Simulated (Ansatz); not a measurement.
# BeTe (model structure, started from the NiAs type, P6₃/mmc, No. 194, 4 atoms in the cell): properties by level of theory

| level (code) | lattice parameter a (Å) | c axis length (Å) | enthalpy of formation (eV/atom) |
|---|---|---|---|
| PBE (Ansatz) | 3.850 | 6.023 | 0.132 |
| PBEsol (Ansatz) | 3.804 | 5.970 | 0.077 |
| PBE-D3(BJ) (Ansatz) | 3.785 | 5.938 | 0.132 |

Ansatz's density-functional and Hartree–Fock values are scalar-relativistic unless marked +SOC, with PAW data made under PBE.

Computed values are for the static lattice.

A model structure was made by putting elements into a prototype or built by hand; it is no filed structure, need not be a known phase, and can be a saddle point held by its symmetry.

Ansatz is a first-principles code.
